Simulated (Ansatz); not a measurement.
Computed with PBE (plane waves to 420 eV, PAW; Ansatz, a quantum-chemistry and plane-wave program).

Electrostatic potential energy of an electron, averaged over planes parallel to the surface, in eV from the Fermi level, for a constructed model of the (111) surface of fcc Rh, a pseudomorphic layer of Cu in the other hollow (bottom of the slab: a bare face, its two planes held):

```tsv
z (Å)	V (eV)
3.54	5.15
3.83	5.15
4.13	5.15
4.42	5.15
4.72	5.14
5.01	5.13
5.31	5.11
5.60	5.05
5.90	4.93
6.19	4.68
6.49	4.11
6.78	2.86
7.08	-0.11
7.38	-8.31
7.67	-19.31
7.96	-25.39
8.26	-22.71
8.55	-13.00
8.85	-3.18
9.14	-0.34
9.44	-4.20
9.73	-14.54
10.03	-23.71
10.32	-25.45
10.62	-18.78
10.91	-7.89
11.21	-1.25
11.50	-1.86
11.80	-9.82
12.09	-20.49
12.39	-25.78
12.68	-22.43
12.98	-12.42
13.27	-2.94
13.57	-0.47
13.86	-4.54
14.16	-14.95
14.46	-23.90
14.75	-25.28
15.04	-18.26
15.34	-7.35
15.63	-0.97
15.93	-1.57
16.22	-9.34
16.52	-20.12
16.81	-25.73
17.11	-22.77
17.40	-12.97
17.70	-3.34
17.99	-0.76
18.29	-5.25
18.58	-15.80
18.88	-24.27
19.18	-24.87
19.47	-17.22
19.77	-6.35
20.06	-0.46
20.36	-1.18
20.65	-7.49
20.95	-13.35
21.24	-14.58
21.54	-10.83
21.83	-3.53
22.12	1.46
22.42	3.18
22.71	3.97
23.01	4.34
23.30	4.52
23.60	4.60
23.89	4.64
24.19	4.66
24.48	4.67
24.78	4.67
25.07	4.68
25.37	4.68
```

Model: 7-atom slab, 13.5 Å thick at the start with caps and adatoms (thin: gaps and levels are the slab's own), 16x16x1 mesh, Fermi-Dirac 0.1 eV, dipole correction, 2 atoms held, the rest relaxed; held to the start's symmetry, so lower structures may exist; no spin, no spin-orbit, no U. In PBE it lies 0.03 eV a 1x1 cell over the lowest computed structure of the same composition (a pseudomorphic layer of Cu in the host's stacking).

Question: The surface cell has an area of 6.35 Å². What dipole along the normal does the step between the two vacuum levels imply?

Answer: the top vacuum level lies 0.47 eV below the bottom one; p = −ε₀ A ΔV (ε₀ = 0.005526 e/(V·Å)) gives 0.02 e·Å a cell.
